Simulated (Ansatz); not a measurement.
**TaCo (Pm-3m, No. 221, 2 atoms in the cell; start mp-1009826)**

All values below come from r²SCAN (PAW; Ansatz, a program for electronic structure).

Settings: plane-wave cutoff 560 eV, 18×18×18 k mesh, Fermi–Dirac smearing 0.05 eV, spin-polarised start, scalar-relativistic PAW data made under PBE.

Cell (relaxed at this level):

CoTa is modelled in the cubic space group Pm-3m (No. 221), the CsCl type structure, Pearson symbol cP2. Cell: a = 3.0709 Å, b = 3.0709 Å, c = 3.0709 Å, α = 90.00°, β = 90.00°, γ = 90.00°. Ta on 1a sees 8 Co at 2.660 Å and 6 Ta at 3.071 Å. Co on 1b is coordinated by 8 Ta at 2.660 Å and 6 Co at 3.071 Å. (Neighbours: up to the widest gap in distance over summed covalent radii, below 1.35, at either atom.)

| Quantity | Value |
|---|---|
| band gap | none |
| bulk modulus B0 | 221 GPa |

Note: the magnetic order was assumed, not searched for or taken from measurement; the relaxation could not lower the start's symmetry, so the cell can be a saddle point above a distorted one; the bulk modulus is −V dP/dV from two relaxed cells at ±2 % in volume.

Spin–orbit coupling is not included.

Static lattice: no zero-point or thermal effects.

Computing time: very roughly 110 core-seconds.

A start named mp-… is a Materials Project structure, which need not be a measured phase.
